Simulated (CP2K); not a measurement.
Band structure of AlRu (Pm-3m, 2 atoms in the cell).

```
CELL_PARAMETERS angstrom
      2.98250     0.00000     0.00000
      0.00000     2.98250     0.00000
      0.00000     0.00000     2.98250
ATOMIC_POSITIONS crystal
  Al 0.00000 0.00000 0.00000
  Ru 0.50000 0.50000 0.50000
```

Computed with PBE, GPW, DZVP-MOLOPT-SR-GTH basis, GTH-PBE potentials (GTH_POTENTIALS) (CP2K 2026.2).

Settings: CUTOFF = 500 Ry; REL_CUTOFF = 40 Ry; SMEAR/METHOD = GAUSSIAN; SIGMA = 0.05 eV; KPOINTS/SCHEME = MONKHORST-PACK 11 11 11; XC_FUNCTIONAL = PBE; Al/BASIS_SET = DZVP-MOLOPT-SR-GTH-q3; Al/POTENTIAL = GTH-PBE-q3; Ru/BASIS_SET = DZVP-MOLOPT-SR-GTH-q16; Ru/POTENTIAL = GTH-PBE-q16; METHOD = GPW; EPS_DEFAULT = 1e-10; EXTRAPOLATION = USE_GUESS; NGRIDS = 5.

The starting cell comes from a database of computed structures (which also holds hypothetical and non-ambient phases and stackings), without a prior relaxation at this level. Spin polarisation is off. Values carry the incompleteness of an atom-centred basis.

Levels in eV from the Fermi level, bands 6 to 11:
```csv
point,6,7,8,9,10,11
Γ,-3.65,-3.65,0.17,0.17,0.17,6.18
X,-5.55,-2.80,-1.62,-1.62,0.45,2.33
M,-3.11,-1.43,-1.43,-1.20,-1.20,1.55
R,-4.73,-4.73,1.64,1.64,2.54,4.43
```

Bands cross the Fermi level along this path, so the cell is metallic at this level.

Higher empty bands are left out: an atom-centred basis made for the valence describes them poorly.
